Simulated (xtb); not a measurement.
xtb 6.7.1, GFN1-xTB: Ba(OH)(NMe2) (C[N](C)[Ba][OH]), 12 atoms. The geometry is a generated start, not checked to be a minimum at this level.

- method: GFN1-xTB
- --acc: 1 (default)
- --etemp (K): 300 (default)
- detailed input (--input): none: ANC optimiser, Lindh (1995) Hessian, microcycle=20, maxdispl=1.0, hlow=0.01 (default)
- basis functions: 40
- valence electrons: 28

```xyz
12

Ba     0.9182     0.1998    -2.3796
O      1.9579     1.6457    -1.4190
H      2.4652     2.4095    -1.1449
N     -0.7327    -0.4573    -0.3154
C     -0.8923     0.6668     0.5570
C     -0.2912    -1.6032     0.4221
H     -1.6746     0.4380     1.2921
H      0.0245     0.9164     1.1168
H     -1.1944     1.5383    -0.0245
H      0.6386    -1.4330     0.9910
H     -1.0604    -1.8686     1.1557
H     -0.1589    -2.4524    -0.2512
```

The structure is relaxed from this start with --opt LEVEL for the levels crude, sloppy, loose, lax, normal, tight, vtight, extreme, once each. Up to the end of the extreme run atoms move by at most 0.76 Å along an axis.

Problem. What is the loosest level that ends within 20 meV of the extreme run, and how many cycles does it take?

Solution. tight: 62 cycles against 86, ending 0.13 meV above.

```csv
level,cycles,energy above the extreme run (meV),gradient norm (eV/Å)
crude,5,70,0.57
sloppy,8,54,0.22
loose,15,38,0.22
lax,17,37,0.19
normal,20,37,0.16
tight,62,0.13,0.010
vtight,68,0.072,0.0038
extreme,86,—,0.0028
```
